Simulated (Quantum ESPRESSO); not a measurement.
**Habitual settings against a tight run: HfFe₂ (Fd-3m, 6 atoms in the cell)**

Self-consistent single point.

```xyz
6
Lattice="0.0000 3.5445 3.5445 3.5445 0.0000 3.5445 3.5445 3.5445 0.0000" Properties=species:S:1:pos:R:3 pbc="T T T"
Hf     0.0000     0.0000     0.0000
Hf     1.7723     1.7723     1.7723
Fe     4.4306     4.4306     4.4306
Fe     4.4306     2.6584     2.6584
Fe     2.6584     2.6584     4.4306
Fe     2.6584     4.4306     2.6584
```
Moments meant for the start (each program seeds them in its own way; μB, in the order of the atoms Hf Hf Fe Fe Fe Fe): 1.0 1.0 4.0 4.0 4.0 4.0.

Level of theory: PBEsol, PSlibrary ultrasoft (PBE) pseudopotentials (plane waves; Quantum ESPRESSO).

Base settings: ecutwfc = 55 Ry; ecutrho = 330 Ry; occupations = smearing; smearing = cold; degauss = 0.019992 Ry; nspin = 2; input_dft = pbesol; potentials = {Hf: Hf.pbe-spn-rrkjus_psl.1.0.0.UPF, Fe: Fe.pbe-n-rrkjus_psl.1.0.0.UPF}; K_POINTS = automatic 6 6 6 0 0 0; conv_thr = 1e-11 Ry; mixing_beta = 0.5.

Tight run (finer mesh or higher cutoff; not a proven limit): ecutwfc: 55 Ry → 77 Ry; ecutrho: 330 Ry → 462 Ry; conv_thr: 1e-11 Ry → 7.3e-11 Ry; K_POINTS: automatic 6 6 6 0 0 0 → automatic 9 9 9 0 0 0. It gave Fermi level (on the code's own zero) 13.88 eV; pressure -14.41 GPa; size of the cell's spin moment 6.73 μB; site moments (μB, in the program's spheres or projections) Hf -0.36, Hf -0.36, Fe 2.01, Fe 2.01, Fe 2.01, Fe 2.01.

Quick runs, as changes from the base:
- A: the base itself
- B: ecutwfc: 55 Ry → 44 Ry; ecutrho: 330 Ry → 264 Ry; smearing: cold → gauss; input_dft: pbesol → default; pseudopotentials: {Hf: Hf.pbe-spn-rrkjus_psl.1.0.0.UPF, Fe: Fe.pbe-n-rrkjus_psl.1.0.0.UPF} → {Hf: Hf.pz-spn-rrkjus_psl.1.0.0.UPF, Fe: Fe.pz-n-rrkjus_psl.1.0.0.UPF}; K_POINTS: automatic 6 6 6 0 0 0 → automatic 2 2 2 1 1 1 [LDA (PZ)]

† marks runs with another functional, U, potentials or spin treatment: their distance from the tight run is not a convergence error alone.

The count of work is k-points × plane waves × bands × iterations; it is no time. Core times come from one kind of shared machine and are given to one figure; runs under 30 s give none.

The starting cell comes from a database of computed structures (which also holds hypothetical and non-ambient phases and stackings), without a prior relaxation at this level. Its lattice was rescaled by a random factor within 2.5 % of one. The magnetic order is the one reached from the typed start; others were not searched systematically. In the base run, with a pressure of about -14 GPa the cell is away from its equilibrium volume at this level.

```tsv
run	pressure less tight (GPa)	size of the net moment less tight (μB/atom)	count of work / tight	core time / tight (rough)
A	-0.07	0.00	0.23	0.2
B†	-8.52	-0.11	0.027	0.07
```

Left out of this page: 4 runs of the series outside the window shown, repeating another row's setting, or not comparable.
